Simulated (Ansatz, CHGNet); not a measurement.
# Ladder of methods for the equilibrium lattice constant a of rock-salt TaC

Reference value: 4.456 Å (measured, 300 K, no zero-point or thermal correction; as tabulated in Wikipedia's data pages).

```tsv
level (code)	value (Å)
CHGNet 0.3.0	4.485
LDA (Ansatz)	4.414
PBE (Ansatz)	[?]
PBEsol-D3(BJ) (Ansatz)	4.410
B3LYP (VWN-RPA form) (Ansatz)	4.489
HSE06 (Ansatz)	4.448
Hartree–Fock (Ansatz)	[?]
```

Question: Fill in the missing entries.

Answer: 
- PBE (Ansatz, a quantum-chemistry and plane-wave program), value (Å): 4.475
- Hartree–Fock (Ansatz), value (Å): 4.493

Differences against the reference: CHGNet 0.3.0 +0.65 %, LDA -0.94 %, PBE +0.43 %, PBEsol-D3(BJ) -1.03 %, B3LYP (VWN-RPA form) +0.74 %, HSE06 -0.18 %, Hartree–Fock +0.83 %.

The reference is not for a static lattice or low temperature, so close values are not ranked against it.

The measured value isn't corrected to a static lattice, so vibrations enter the comparison. A static lattice is as a rule a little smaller than the measured one.  Density-functional levels without +SOC have no spin–orbit coupling. Cutoffs and k meshes differ between the levels. Ansatz's density-functional and Hartree–Fock values are scalar-relativistic unless marked +SOC, with PAW data made under PBE.

Machine-learned potentials (CHGNet 0.3.0) are trained on DFT data: a solid inside that data is no test of them.

Differences are worked out from the printed values.
